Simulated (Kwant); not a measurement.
System: wire with a row of barriers in a In0.53Ga0.47As two-dimensional gas. Effective mass 0.041 mₑ, grid spacing 4.2 nm, hard walls, nominal width 100 nm (23 grid rows, so walls 100.8 nm apart), one parabolic valley, scattering region 420 nm long along x; energies count from the band bottom; Fermi energy swept from 0.00073372 to 0.0087129 eV. 3 barrier(s) across the wire, height 0.099 eV, thickness 8.4 nm (about 2 grid columns), spaced by 50.4 nm.

Constants are typed, rounded textbook-type inputs, not results; the design itself was drawn at random and stands for no fabricated device.

Computed with Kwant: effective-mass tight-binding model on a square grid, one spin, coherent transport at 0 K. Conductance is in e²/h.

How many channels do the leads carry at E = 4.90 meV?

The hard-wall thresholds are n² ħ²π²/(2mW²) = n² × 0.903 meV with W = 100.8 nm. √(4.90/0.903) = 2.33, so 2.
